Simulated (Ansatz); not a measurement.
The reference is WSe$_{2}$ (space group P6_3/mmc, No. 194; a = 3.2305 Å, c = 12.4111 Å; layered, stacked along the Cartesian z axis).

All numbers come from Kohn–Sham DFT with the PBEsol-D3(BJ) functional, run in Ansatz (an electronic-structure program) with PAW and 420 eV plane waves, without spin-orbit coupling.

One change was made to it. Results:

The hole mass goes from 1.5 mₑ along c, 0.60 mₑ across (at Γ) to 2.6 mₑ along c, 0.46 mₑ across (at Γ); the mean gap deformation potential ΔEg/Δln V comes out as +3.6 eV; the lattice parameter a shrinks by 0.064 Å, from 3.230 Å to 3.166 Å; the valence-band top at Γ (three highest levels, from the VBM) changes from 0.00, -0.78, -1.48 eV to 0.00, -0.49, -1.47 eV.

Which of these changes matches the shifts?
(A) pressure 3 GPa
(B) pressure −1 GPa
(C) pressure 7.5 GPa

C, pressure 7.5 GPa. For comparison, the valence-band top at Γ in the other runs: pressure −1 GPa gives 0.00, -0.85, -1.40 eV; pressure 3 GPa gives 0.00, -0.63, -1.48 eV.

With W present, leaving out spin-orbit coupling can change the band edges. Load acts through the strain it causes; cell and atoms are relaxed under it. Masses are band curvatures over ±0.01 Å⁻¹ around the edge. No phonon test of stability was made. No other phases were tried under pressure.
